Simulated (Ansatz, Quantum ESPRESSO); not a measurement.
**FeClO (Pmmn, 6 atoms in the cell) computed with different codes at matched settings**

Self-consistent single point.

```yaml
crystal:
  lattice:
    - [3.24085, 0.00000, 0.00000]
    - [0.00000, 3.80578, 0.00000]
    - [0.00000, 0.00000, 8.08806]
  atoms:
    - { symbol: Fe, position: [0.50000, 0.00000, 0.10925], spin: 4.0 }
    - { symbol: Fe, position: [0.00000, 0.50000, 0.89075], spin: 4.0 }
    - { symbol: Cl, position: [0.00000, 0.00000, 0.31957] }
    - { symbol: Cl, position: [0.50000, 0.50000, 0.68043] }
    - { symbol: O, position: [0.00000, 0.00000, 0.95296] }
    - { symbol: O, position: [0.50000, 0.50000, 0.04704] }
```
(The spins are starting values, not results.)

Shared settings, as Ansatz (a first-principles code) writes them: kpoints.mp_grid.grid = 3 3 2; scf.occupations.method = fermi_dirac; scf.occupations.width = 0.02 eV. Potentials and cutoffs stand in the table.

```csv
code,model,pressure (GPa),largest force (eV/Å),size of the net moment (μB/atom),cutoff
Ansatz,"PBEsol, PAW files made with PBE",-3.08,0.823,1.29,default
Quantum ESPRESSO,"PBEsol, PseudoDojo standard norm-conserving (PBESOL) pseudopotentials",0.45,0.485,1.51,90 Ry
```

Size of the force on each atom (eV/Å): Sizes of forces hide their directions.

```csv
code,Fe1,Fe2,Cl3,Cl4,O5,O6
Ansatz,0.009,0.009,0.319,0.319,0.823,0.823
Quantum ESPRESSO,0.174,0.174,0.007,0.007,0.485,0.485
```

The net moments differ, which can mean other magnetic states; other values may part for that reason too.

On Ansatz's run: the magnetic order is the one reached from the typed start; others were not searched systematically. The program warned that, by what it read of turns of the moments, another magnetic order lies lower.

The spread over the programs that give each value: pressure within 3.53 GPa; largest force within 0.338 eV/Å; size of the net moment within 0.22 μB/atom.

Ansatz's pressure is given at a fixed set of plane waves, as the other plane-wave codes print theirs; with its correction for the finite basis it is -2.86 GPa (the shift of 0.22 GPa shows how far the cutoff is from converged).

On the base mesh (4 3 2) the same programs gave: Ansatz pressure -0.81 GPa; Quantum ESPRESSO pressure 0.26 GPa.

The values differ from the base mesh's, so the mesh still matters here: the table compares the programs at equal settings.

The starting cell comes from a database of computed structures (which also holds hypothetical and non-ambient phases and stackings), without a prior relaxation at this level. Its lattice was rescaled by a random factor within 2.5 % of one.

Keys are those of Ansatz 0.2.
